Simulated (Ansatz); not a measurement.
## How far to go with zone-centre phonons against the mesh: ScB2 (P6/mmm, 3 atoms in the cell)

```yaml
crystal:
  lattice:
    - [3.12968, 0.00000, 0.00000]
    - [-1.56484, 2.71039, 0.00000]
    - [0.00000, 0.00000, 3.51772]
  atoms:
    - { symbol: Sc, position: [0.00000, 0.00000, 0.00000] }
    - { symbol: B, position: [0.66667, 0.33333, 0.50000] }
    - { symbol: B, position: [0.33333, 0.66667, 0.50000] }
```

Computed with LDA (PW92), default PAW files made with PBE (plane waves; Ansatz, an electronic-structure program).

Base settings: basis.ecutwfc = 420 eV; kpoints.mp_grid.grid = 12 12 9; hamiltonian.xc = lda; hamiltonian.pseudopotentials = {kind: paw} (the program's default PAW files); scf.occupations.method = gaussian; scf.occupations.width = 0.1 eV.

In this ladder: phonons.method = dfpt.

Frequencies are those of the unrelaxed cell, without the LO-TO term of polar crystals.

Only quantities that move along the ladder and can be compared are tabulated.

Core times come from one kind of shared machine, to one figure; runs under 30 s give none.

The starting cell comes from a database of computed structures (which also holds hypothetical and non-ambient phases and stackings), without a prior relaxation at this level. Its lattice was rescaled by up to half a per cent. In the base run, with a pressure of about -7 GPa the cell is away from its equilibrium volume at this level.

Steps (kpoints.mp_grid.grid): 3 3 3; 4 4 3; 5 5 4; 6 6 5; 8 8 6; 9 9 7; 14 14 11; 18 18 14; 22 22 17; 27 27 21.

### Question
What is the coarsest kpoints.mp_grid.grid that holds the highest zone-centre frequency within 10 cm⁻¹?

### Answer
Not settled: the last two steps still differ by 11 cm⁻¹, over half the tolerance, so the ladder does not show it.

### Question
What is the coarsest kpoints.mp_grid.grid that holds the lowest optical frequency within 10 cm⁻¹ of the last step, with all finer ones?

### Answer
4 4 3; the step before is off by 170 cm⁻¹.

| kpoints.mp_grid.grid | highest zone-centre frequency (cm⁻¹) | lowest optical frequency (cm⁻¹) | core time / last (rough) |
|---|---|---|---|
| 3 3 3 | 476.8 | 236.3 | – |
| 4 4 3 | 640.2 | 414.3 | – |
| 5 5 4 | 814.3 | 413.7 | – |
| 6 6 5 | 796.8 | 413.8 | – |
| 8 8 6 | 710.2 | 413.9 | – |
| 9 9 7 | 783.0 | 413.3 | – |
| 14 14 11 | 759.2 | 405.5 | 0.06 |
| 18 18 14 | 738.6 | 407.4 | 0.2 |
| 22 22 17 | 767.5 | 410.0 | 0.2 |
| 27 27 21 | 756.0 | 409.2 | 1 |

Keys are those of Ansatz 0.2.
